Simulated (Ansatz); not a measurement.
The starting structures come from a database of crystals and need not be the phases stable at ambient conditions.

```
LaClSe
1.0
    8.80073     0.00000     0.00000
    0.00000     9.14307     0.00000
    2.16308     0.00000     3.78916
La Se Cl
4 4 4
Cartesian
  2.14237   7.94167   0.03300
  8.82144   1.20140   3.75616
  3.33953   3.37014   1.86158
  7.62427   5.77293   1.92758
  0.81258   1.56987   0.79212
 10.15122   7.57320   2.99704
  4.66932   6.14140   1.10246
  6.29448   3.00167   2.68671
  6.91829   8.59677   2.33060
  4.04552   0.54630   1.45856
  9.52742   4.02524   3.35314
  1.43639   5.11783   0.43602
```

Space group of this cell: Pnma. The cell is taken as given.

Transport runs along the normal of the first two printed cell vectors.

No gap correction and no spin-orbit coupling; mid-gap values are interpolated between computed energies.

Problem. Compute, with Ansatz (a first-principles code) with r2SCAN, the band gap and the smallest decay constant κ at mid-gap.

Solution. Gap 1.69 eV on a 8×4×8 mesh; κ = 0.243 1/Å, at the zone centre.
